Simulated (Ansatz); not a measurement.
Fluorite AuAl₂, treated with revPBE in Ansatz (plane waves, PAW).

Input file:

Ansatz 0.2 input:
```yaml
crystal:
  lattice:
    - [0.0, 3.0849980763, 3.0849980763]
    - [3.0849980763, 0.0, 3.0849980763]
    - [3.0849980763, 3.0849980763, 0.0]
  atoms:
    - { symbol: Al, position: [0.25, 0.25, 0.25] }
    - { symbol: Al, position: [0.75, 0.75, 0.75] }
    - { symbol: Au, position: [0.0, 0.0, 0.0] }
basis:
  ecutwfc: 520
  ecutrho_ratio: 4
  xc_grid: 2
kpoints:
  mp_grid: { grid: [16, 16, 16] }
hamiltonian:
  xc: revpbe
  dispersion: none
  pseudopotentials: { kind: paw }
scf:
  occupations: { method: fermi_dirac, width: 0.05 }
  convergence: { dr2_threshold: 0.0000000003 }
output:
  forces: true
  stress: true
  eigenvalues: true
```

**Question.** How many irreducible k-points, plane waves at Γ does the program set up, and what pressure does the run end with?

**Answer.** 145 irreducible k-points, 1591 plane waves at Γ; P = -3.58 GPa, so the cell is stretched on average and its volume would shrink at this level.

Output (set-up and result lines):

```
Crystal: 3 atoms, lattice volume = 58.721 Å³
Basis set: ecut = 520 eV, 1591 PW (Γ), exchange–correlation on 72×72×72 points (8 copies of the dense FFT grid, shifted against one another)
Bands: 17, of which v1, the nominal top of the filled ones, is band 13 counted from 1 (12 counted from 0)
Symmetry: 48 space group operations
Space group: Fm-3m (ITA 225), of the structure as read, at distance tolerance 3.9e-5 Å
k-points: 145 of 4096
Functional: x = revpbe(κ = 1.245, μ = 0.2195149727645171), c = pbe(β = 0.06672455060314922)
SCF iter   1: F=—  HF=-14239.897270 eV  |F-HF|=—  |Δ(HF+E_count)|=         —  Δρ=4.08e-3  dr2=1.24e-2
SCF iter   2: F=—  HF=-14239.895235 eV  |F-HF|=—  |Δ(HF+E_count)|=   2.03e-3  Δρ=1.15e-3  dr2=8.64e-4
  ...
SCF iter   7: F=—  HF=-14239.895789 eV  |F-HF|=—  |Δ(HF+E_count)|=   1.59e-6  Δρ=2.56e-6  dr2=3.34e-9
SCF iter   8: F=-14239.895789 eV  HF=-14239.895789 eV  |F-HF|=4.73e-11  |Δ(HF+E_count)|=   9.00e-9  Δρ=6.55e-7  dr2=2.73e-10
SCF 1 converged in 8 iterations: F = -14239.895789 eV  dr2 = 2.73e-10
SCF converged after 8 iterations
Free energy (F): -14239.895789 eV
Internal energy: -14239.887283 eV  (E = F + TS)
E sigma→0 (E₀):  -14239.891536 eV
Fermi energy:    10.167977 eV
--- Forces (eV/Å), atoms counted from 1 ---
  atom   1  Al     0.00000000    -0.00000000    -0.00000000
  atom   2  Al    -0.00000000    -0.00000000     0.00000000
  atom   3  Au    -0.00000000     0.00000000     0.00000000
--- Stress (GPa, compression-positive) ---
       -3.575849       0.000000      -0.000000
       -0.000000      -3.575849      -0.000000
       -0.000000       0.000000      -3.575849
  P = ⅓ Tr σ = -3.5758 GPa (-35.758 kbar)
```

The cell is one volume of an energy–volume scan, off the minimum.

The PAW data were made under PBE.

Computing time: about 16 core-seconds (a rough figure).

Ansatz is an electronic-structure program.
